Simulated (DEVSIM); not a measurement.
System: illuminated Si p-on-n cell, one wavelength, at 300 K.

Layer 1 from the left is Si, thickness (μm) 0.160, Na (cm⁻³) 1.3e18, τn (s) 1.6e-6, τp (s) 1.7e-6, absorption coefficient (cm⁻¹) 880. Layer 2 from the left is Si, thickness (μm) 100, Nd (cm⁻³) 1.3e17, τn (s) 5.3e-5, τp (s) 5.3e-5, absorption coefficient (cm⁻¹) 880.

Left contact: ohmic, minority electron recombination velocity 3e6 cm/s. Right contact: ohmic, minority hole recombination velocity 20000 cm/s. Voltage is applied to the left contact. Recombination: SRH at mid-gap, radiative, Auger. Light enters at the left, 1.9e18 photons cm⁻² s⁻¹, one pass, no reflection. Mobility is μmin + (μ − μmin)/(1 + (N/Nref)^α).

This is a model device: material constants are rounded textbook-type values typed into the input, and sizes, dopings and lifetimes were drawn at random. Values at 300 K.

Si: gap (eV) 1.124, affinity (eV) 4.05, permittivity 11.7, Nc (cm⁻³) 2.86e19, Nv (cm⁻³) 3.1e19, μn (cm²/Vs) 1417, μp (cm²/Vs) 470, μn,min 52, μp,min 45, Nref,n 9.7e16, Nref,p 2.2e17, αn 0.68, αp 0.72, B (cm³/s) 4.7e-15, Cn (cm⁶/s) 2.8e-31, Cp (cm⁶/s) 9.9e-32.

Model (solved in DEVSIM): 1D drift-diffusion, Boltzmann statistics, complete ionisation; no tunnelling, impact ionisation, image-force lowering or self-heating.

**Question.** What does the simulation give for the dark forward voltage at 100 A/cm², the short-circuit current, the share of generated pairs collected at short circuit?

**Answer.** dark forward voltage at 100 A/cm² 0.854 V; short-circuit current 268 mA/cm²; share of generated pairs collected at short circuit 0.879.
